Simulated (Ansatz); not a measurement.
## B20 (FeSi-type) CoSi

Level of theory: PBEsol-D3(BJ) in Ansatz (PAW).

Run with plane-wave cutoff 520 eV, 12×12×12 k mesh, Fermi–Dirac smearing 0.05 eV, no spin polarisation, scalar-relativistic PAW data made under PBE.

Cell: relaxed at this level.

```yaml
volume_per_atom: 10.25 Å³/atom
bulk modulus B0: 260 GPa
lattice_parameter_a: 4.345 Å
band_gap: none
pressure derivative B′ of the bulk modulus: 4.6
```

Measured, for comparison: equilibrium volume per atom 10.97 Å³/atom, lattice constant a 4.444 Å (temperature not stated, not corrected to a static lattice; as tabulated in Wikipedia's data pages); bulk modulus 207 GPa (temperature not stated, not corrected to a static lattice; as tabulated in Electronic Structure of B20 (FeSi-Type) Transition-Metal Monosilicides …). Computed (rounded) less measured: equilibrium volume per atom -6.6 %, bulk modulus +26 %, lattice constant a -2.2 %.

Note: the bulk modulus comes from volumes at which shape and atoms were relaxed.

Static lattice: no zero-point or thermal effects.

Cost on a shared machine: around 20 core-minutes (rough).

Ansatz is a program for electronic structure.
